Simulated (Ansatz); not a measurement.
Consider AlRu in the CsCl type structure (space group Pm-3m, No. 221; a = 2.983 Å; relaxed with 0.1 eV smearing). Axes: x, y, z lie along the cube axes.

Calculations: r2SCAN (Ansatz, a quantum-chemistry and plane-wave program, PAW, no spin-orbit coupling).

One thing is altered: biaxial strain −0.72 %, plane normal [111], relaxed out of plane (Cartesian); in-plane vectors clamped, the third vector and the atoms free.

Problem. What happens to the energy relative to the base?

Solution. The energy grows by 1.9 meV/atom.

Problem. Predict the new out-of-plane strain.

Solution. The out-of-plane strain comes out as +0.48 %.

Problem. How does this affect the in-plane stress?

Solution. The mean in-plane stress (compression positive) amounts to +3.3 GPa.

Stability against distortions was not tested. All final runs are without spin polarisation.
